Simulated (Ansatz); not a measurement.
System: GaSb (model structure, started from the CsCl type, Pm-3m, No. 221, 2 atoms in the cell). Method: LDA in Ansatz (PAW).

Numerical settings: plane-wave cutoff 520 eV, 16×16×16 k mesh, Fermi–Dirac smearing 0.05 eV, scalar-relativistic PAW data made under PBE.

Cell (relaxed at this level):

```cif
data_GaSb
_chemical_formula_sum 'Ga1 Sb1'
_space_group_name_H-M_alt 'P 1'
_space_group_IT_number 1
_cell_length_a 3.51460
_cell_length_b 3.51460
_cell_length_c 3.51460
_cell_angle_alpha 90.000
_cell_angle_beta 90.000
_cell_angle_gamma 90.000
loop_
_space_group_symop_operation_xyz
  'x, y, z'
loop_
_atom_site_label
_atom_site_type_symbol
_atom_site_fract_x
_atom_site_fract_y
_atom_site_fract_z
_atom_site_occupancy
Ga1 Ga 0.00000 0.00000 0.00000 1
Sb1 Sb 0.50000 0.50000 0.50000 1
```

Give the computed bulk modulus.


- bulk modulus = 62.0 GPa

The run finds no gap.

Note: the bulk modulus is −V dP/dV from two relaxed cells at ±2 % in volume; the relaxation could raise the start's symmetry but not lower it, so the cell can be a saddle point.

Spin–orbit coupling is not included; it can open a gap where bands touch, and shift volumes and moduli.

Static lattice: no zero-point or thermal effects.

The result took very roughly 40 core-seconds.

A model structure was made by putting elements into a prototype or built by hand; it is no filed structure, need not be a known phase, and can be a saddle point held by its symmetry.

Ansatz is a first-principles code.
